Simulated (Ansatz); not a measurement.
Take InP in the zinc blende structure (space group F-43m, No. 216; a = 5.827 Å) as the base. Axes: x, y, z lie along the cube axes.

Calculations: LDA, PAW, 420 eV (Ansatz, an electronic-structure program; spin-orbit coupling left out).

Strains are applied to the cell and any free atomic positions relax; under biaxial strain the out-of-plane vector relaxes too.

One change was made to it. Results:

The energy goes up by 6.5 meV/atom; the valence-band top at Γ (three highest levels, from the VBM) goes from 0.00, 0.00, 0.00 eV to 0.00, 0.00, -0.21 eV; the shortest interatomic distance drops by 0.043 bohr to 4.725 bohr.

### Question
Which of these changes matches the shifts?
(A) biaxial strain −1.67 %, plane normal [111], relaxed out of plane
(B) biaxial strain −2.50 %, plane normal [111], relaxed out of plane
(C) biaxial strain −1.25 %, plane normal [111], relaxed out of plane

### Answer
A, biaxial strain −1.67 %, plane normal [111], relaxed out of plane. For comparison, the energy relative to the base in the other runs: biaxial strain −2.50 %, plane normal [111], relaxed out of plane gives +15 meV/atom; biaxial strain −1.25 %, plane normal [111], relaxed out of plane gives +3.6 meV/atom.

The levels and masses belong to the bands next to the band gap. No phonon test of stability was made.
